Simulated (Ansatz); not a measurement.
System: Zn(OH)₂ (P2₁2₁2₁, No. 19; cell taken from a computed entry). Method: LDA in Ansatz (PAW).

Run with plane-wave cutoff 500 eV, 8×8×6 k mesh (along the axes of the cell as run), gaussian smearing 0.02 eV, scalar-relativistic PAW data made under PBE.

Cell (relaxed at this level):

ZnH₂O₂ is modelled in the orthorhombic space group P2₁2₁2₁ (No. 19), Pearson symbol oP20. Conventional cell: a = 4.6690 Å, b = 4.9111 Å, c = 8.3357 Å, α = β = γ = 90.00°. Zn on 4a sees 4 O at 1.915–1.947 Å (tetrahedral). H1 on 4a has 1 O at 1.029 Å. H2 on 4a sees 1 O at 1.031 Å. O1 on 4a sees 1 H at 1.029 Å and 2 Zn at 1.915–1.947 Å. O2 on 4a has 1 H at 1.031 Å and 2 Zn at 1.931–1.943 Å (trigonal pyramidal). (Neighbours: up to the widest gap in distance over summed covalent radii, below 1.35, at either atom; cation-cation and far metal-metal contacts left out.)

Question: Estimate the band gap that the calculation returns.

Answer: 
* **band gap**: 2.95 eV (on the SCF k mesh)

Note: the relaxation could not lower the start's symmetry, so the cell can be a saddle point above a distorted one.

The computed numbers hold no vibrational or temperature effects.

Ansatz is a program for electronic structure.
